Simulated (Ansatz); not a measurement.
**Amorphous In$_{24}$O$_{38}$Ti**

The cell was made by melting and quenching with the CHGNet potential and then relaxed with DFT. O atoms were pushed apart under 1.9 Å during the dynamics, to hinder bonds among them. The hot cell started wider than the set density and was brought back towards it in steps. It is the lowest in DFT energy of 2 quenches. It is a model cell: composition and starting density were chosen by hand, and all elements were melted together. No dispersion term was used.

Methods: PBE, scalar-relativistic without spin-orbit coupling (Ansatz, a first-principles code); r2SCAN, scalar-relativistic without spin-orbit coupling (Ansatz); HSE06, scalar-relativistic without spin-orbit coupling (Ansatz). Geometry, pressure, stress and energy are those of the PBE run. Its sampling: a 2×2×2 Γ-centred mesh; Fermi-Dirac width 0.02 eV; no spin polarisation. Other functionals are single points at the zone centre (r2SCAN at 500 eV; exact exchange cut at the cell's faces), free to take moments where seeds were set. At PBE the levels at the filled edge of the gap are localised (band-tail or defect states).

| Quantity | Result |
|---|---|
| Number of atoms in the cell | 63 |
| Density (volume relaxed, without dispersion) | 6.46 g/cm³ |
| Volume per atom | 13.92 Å³ |
| Pressure on a 2×2×2 Γ-centred mesh | 0.06 GPa |
| Largest force and stress component on that mesh (the relaxation ran on the zone centre alone) | 0.07 eV/Å and 1.8 GPa |
| Energy relative to bixbyite In2O3 + anatase TiO2 (lowest mix at this level among the phases computed, not always the ambient ones) | 16.9 kJ/mol-atom |
| Level gap on a 2×2×2 Γ-centred mesh (PBE) | 0.55 eV |
| Level gap at the zone centre (PBE) | 0.56 eV |
| Level gap at the zone centre (r2SCAN) | 0.99 eV |
| Level gap at the zone centre (HSE06) | 1.96 eV |

Bonds are counted up to In-In 3.12 Å, In-O 2.76 Å, In-Ti 3.12 Å, O-O 1.58 Å, O-Ti 2.49 Å, Ti-Ti 3.12 Å. Two cations that share two anions don't count as bonded, nor two that share one unless they lie closer than In-In 3.04 Å, In-Ti 3.04 Å, Ti-Ti 3.04 Å.

| Item | Value |
|---|---|
| Mean coordination of In by anions | 5.62 (10 with 5, 13 with 6, 1 with 7) |
| Mean coordination of O | 3.68 (12 with 3, 26 with 4) |
| Mean coordination of Ti by anions | 5.00 (1 with 5) |
| Mean In-O bond | 2.224 Å (spread 0.124 Å, 135 counted) |
| Mean O-Ti bond | 1.932 Å (spread 0.122 Å, 5 counted) |

Its density started from a set value of 6.37 g/cm³. The simulated quench (nominally 330 K/ps over its main leg) is rapid and tends to freeze in more defects than a deposited or slowly cooled glass has. One small periodic cell is one sample of the glass; other quenches scatter about these values. The volume was free in the relaxation, at fixed shape. Stress components on the final sampling reach 1.8 GPa.
